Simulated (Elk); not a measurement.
Band structure of Mg3Zn (P-6m2, 4 atoms in the cell).

```
Mg3Zn
1.0
    3.10135     0.00000     0.00000
   -1.55068     2.68585     0.00000
    0.00000     0.00000     9.69360
Mg Zn
3 1
Direct
  0.00000   0.00000   0.00000
  0.66667   0.33333   0.73091
  0.66667   0.33333   0.26909
  0.00000   0.00000   0.50000
```

Method: LDA (PW92), all-electron FP-LAPW, Elk's shipped species files, APW+lo basis with extra local orbitals run with Elk 10.2.4.

Settings: xctype = 3; rgkmax = 8; stype = 0; swidth = 0.00367493 Ha; ngridk = 8 8 3; gmaxvr = 18 1/bohr; lmaxapw = 10; lmaxo = 8; nxlo = 2; lorbcnd = true; lradstp = 2; nrmtscf = 2; lmaxi = 4.

The starting cell comes from a database of computed structures (which also holds hypothetical and non-ambient phases and stackings), without a prior relaxation at this level. Values depend on the basis (sphere radii, cutoffs, local orbitals), which need not be converged.

Levels in eV from the Fermi level, bands 21 to 28:
```csv
point,21,22,23,24,25,26,27,28
Γ,-7.21,-6.11,-5.87,-1.65,-0.97,5.88,6.57,10.65
M,-2.95,-2.58,-1.28,-1.27,-0.86,-0.09,2.81,3.64
K,-1.75,-0.76,-0.65,-0.02,0.26,0.71,0.93,0.94
A,-7.21,-6.86,-4.08,-4.03,1.85,2.45,10.13,10.69
L,-2.87,-2.44,-1.88,-1.73,0.72,0.77,1.07,1.68
H,-1.71,-0.53,-0.44,-0.39,-0.17,-0.14,2.08,2.57
```

Bands cross the Fermi level along this path, so the cell is metallic at this level.
